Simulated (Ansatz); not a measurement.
Consider CsPbCl3 in the cubic perovskite structure (space group Pm-3m, No. 221).

```
CELL_PARAMETERS angstrom
      5.61876     0.00000     0.00000
      0.00000     5.61876     0.00000
      0.00000     0.00000     5.61876
ATOMIC_POSITIONS crystal
  Cs 0.00000 0.00000 0.00000
  Pb 0.50000 0.50000 0.50000
  Cl 0.00000 0.50000 0.50000
  Cl 0.50000 0.50000 0.00000
  Cl 0.50000 0.00000 0.50000
```

Cartesian axes are those of the cell as printed.

Method: Ansatz (a program for electronic structure) PBEsol, scalar-relativistic without spin-orbit coupling, earlier PAW set.

Base values:

```
Property    Value
--------  -------
Band gap  1.84 eV
```

Now apply this change: compressive biaxial strain of 4.77 % in the plane normal to [110], as in epitaxy on a mismatched substrate; the out-of-plane cell vector and the atoms relax.

Q: What does the calculation give for the band gap after the change?

A: The band gap falls by 0.60 eV (1.84 eV → 1.24 eV).

Q: What happens to the in-plane stress?

A: The mean in-plane stress (compression positive) is +2.4 GPa.

With Pb present, leaving out spin-orbit coupling can change the band edges. No phonon test of stability was made. Many cubic perovskites are stable only at high temperature; tilts and polar distortions were not tested. This is not the structure that CsPbCl3 has at room temperature and ambient pressure.
